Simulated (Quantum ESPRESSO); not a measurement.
A self-consistent single point of Ge2W (I4mm, 3 atoms in the cell) with Quantum ESPRESSO.

Level of theory: PBEsol, PSlibrary PAW (PBE) pseudopotentials (plane waves; Quantum ESPRESSO).

```
CELL_PARAMETERS angstrom
     -1.67060     1.67060     4.10924
      1.67060    -1.67060     4.10924
      1.67060     1.67060    -4.10924
ATOMIC_POSITIONS crystal
  Ge 0.34367 0.34367 0.00000
  Ge 0.66241 0.66241 0.00000
  W  0.00000 0.00000 0.00000
```

Reference input (self-consistent single point, DFT, PBEsol, plane waves, PSlibrary PAW (PBE) pseudopotentials): ecutwfc = 55 Ry; ecutrho = 495 Ry; occupations = smearing; smearing = gauss; degauss = 0.0073499 Ry; input_dft = pbesol; potentials = {Ge: Ge.pbe-n-kjpaw_psl.1.0.0.UPF, W: W.pbe-spn-kjpaw_psl.1.0.0.UPF}; K_POINTS = automatic 6 6 6 0 0 0; conv_thr = 1e-10 Ry; mixing_beta = 0.4. This run's input differs from it in these lines:

```diff
@@ -16,3 +16,3 @@
   smearing = 'gauss'
-  degauss = 0.0073499
+  degauss = 0.0036749
   input_dft = 'pbesol'
@@ -31,3 +31,3 @@
 K_POINTS automatic
-6 6 6  0 0 0
+7 7 7  0 0 0
 CELL_PARAMETERS bohr
```

The program printed (abridged):

```
     Self-consistent Calculation

     iteration #  1     ecut=    55.00 Ry     beta= 0.40

     Threshold (ethr) on eigenvalues was too large:
     Diagonalizing with lowered threshold

     total energy              =   -1073.05709178 Ry
     estimated scf accuracy    <       0.03693330 Ry

     iteration #  2     ecut=    55.00 Ry     beta= 0.40

     total energy              =   -1073.05526339 Ry
     estimated scf accuracy    <       0.00884814 Ry

     iteration #  3     ecut=    55.00 Ry     beta= 0.40

     total energy              =   -1073.05595170 Ry
     estimated scf accuracy    <       0.00123021 Ry

   [... 8 blocks of this kind left out ...]

     iteration # 12     ecut=    55.00 Ry     beta= 0.40

     total energy              =   -1073.05612949 Ry
     estimated scf accuracy    <          7.1E-10 Ry

     iteration # 13     ecut=    55.00 Ry     beta= 0.40
     End of self-consistent calculation

     the Fermi energy is    14.6425 ev

!    total energy              =   -1073.05612949 Ry
     estimated scf accuracy    <          1.9E-11 Ry
     smearing contrib. (-TS)   =      -0.00009745 Ry
     internal energy E=F+TS    =   -1073.05603204 Ry

     convergence has been achieved in  13 iterations

     Forces acting on atoms (cartesian axes, Ry/au):

     atom    1 type  1   force =     0.00000000    0.00000000   -0.02338014
     atom    2 type  1   force =     0.00000000    0.00000000    0.01475646
     atom    3 type  2   force =     0.00000000    0.00000000    0.00862368

     Total force =     0.028961     Total SCF correction =     0.000002

          total   stress  (Ry/bohr**3)                   (kbar)     P=      -30.62
  -0.00028492  -0.00000000  -0.00000000          -41.91       -0.00       -0.00
  -0.00000000  -0.00028492  -0.00000000           -0.00      -41.91       -0.00
  -0.00000000  -0.00000000  -0.00005454           -0.00       -0.00       -8.02

   JOB DONE.
```

The run converged in 13 iterations. Against the reference run the free energy hardly moves (within 1 meV/atom), the pressure moves little (-3.10 to -3.06 GPa) and the largest force goes from 0.644 to 0.601 eV/Å.

The starting cell comes from a database of computed structures (which also holds hypothetical and non-ambient phases and stackings), without a prior relaxation at this level. Its lattice was rescaled by up to half a per cent. One atom was moved a little off its site on purpose. Spin polarisation is off. With a pressure of about -3 GPa the cell is away from its equilibrium volume at this level.

Cost on one core of a shared machine: roughly 50 s.
